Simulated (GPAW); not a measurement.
A working GPAW input for FeClO (Pmmn, 6 atoms in the cell) (DFT PBEsol+U, plane waves, GPAW PAW datasets PBEsol (made by gpaw-setup)):

```python
from ase import Atoms
from ase.units import GPa
from gpaw import GPAW

atoms = Atoms(['Fe', 'Fe', 'Cl', 'Cl', 'O', 'O'],
              cell=[[3.324415, 0.000000, 0.000000],
                    [0.000000, 3.903908, 0.000000],
                    [0.000000, 0.000000, 8.296601]],
              scaled_positions=[[0.500000, 0.000000, 0.109250],
                                [0.000000, 0.500000, 0.890750],
                                [0.000000, 0.000000, 0.319570],
                                [0.500000, 0.500000, 0.680430],
                                [0.000000, 0.000000, 0.952960],
                                [0.500000, 0.500000, 0.047040]],
              pbc=True)

atoms.set_initial_magnetic_moments([4.0, 4.0, 0.0, 0.0, 0.0, 0.0])

calc = GPAW(spinpol=True,
            mode={'name': 'pw', 'ecut': 900},
            xc='PBEsol',
            setups={'Fe': ':d,5.3'},
            kpts={'size': (7, 6, 3), 'gamma': True},
            occupations={'name': 'fermi-dirac', 'width': 0.05},
            nbands=-8,
            convergence={'bands': -6},
            symmetry={'symmorphic': False, 'tolerance': 0.0005},
            maxiter=120)

atoms.calc = calc

energy = atoms.get_potential_energy()
print('Energy (eV):', round(energy, 6))
forces = atoms.get_forces()
print('Forces (eV/Ang):')
print(forces.round(5))
stress = atoms.get_stress()
print('Stress (GPa, Voigt):', (stress / GPa).round(4))
```

The run converged in 50 iterations: free energy E − TS (from the program's reference atoms) -37.8912 eV; top of the valence band (on the code's own zero) 1.92 eV; gap on the k-point mesh 2.12 eV; largest force (vector length) 0.311 eV/Å; size of the cell's spin moment 10.00 μB; site moments (μB, in the program's spheres or projections) Fe 4.26, Fe 4.26, Cl 0.11, Cl 0.11, O 0.26, O 0.26. Each of these slips is then made, one at a time:

(1)
```diff
-atoms.set_initial_magnetic_moments([4.0, 4.0, 0.0, 0.0, 0.0, 0.0])
+atoms.set_initial_magnetic_moments([4.0, 4.0, 0.0, 0.0, 0.0])
```

(2)
```diff
-            maxiter=120)
+            maxiter=5)
```

Problem. What happens in each case?

Solution. 
(1) A list of moments of the wrong length. The program stopped before any SCF iteration, with the message: ValueError: Array "initial_magmoms" has wrong length: 5 != 6..

(2) An iteration limit that is too low. The run ended unconverged after 5 iterations, with the message: gpaw.KohnShamConvergenceError: Did not converge! See text output for help..

The starting cell comes from a database of computed structures (which also holds hypothetical and non-ambient phases and stackings), without a prior relaxation at this level. Its lattice was rescaled by a random factor within 2.5 % of one. The magnetic order is the one reached from the typed start; others were not searched systematically. With U or open f shells several self-consistent states can exist.

Left out of this page: 3 runs of the series outside the window shown, repeating another row's setting, or not comparable; 1 run of the series held back from this collection.
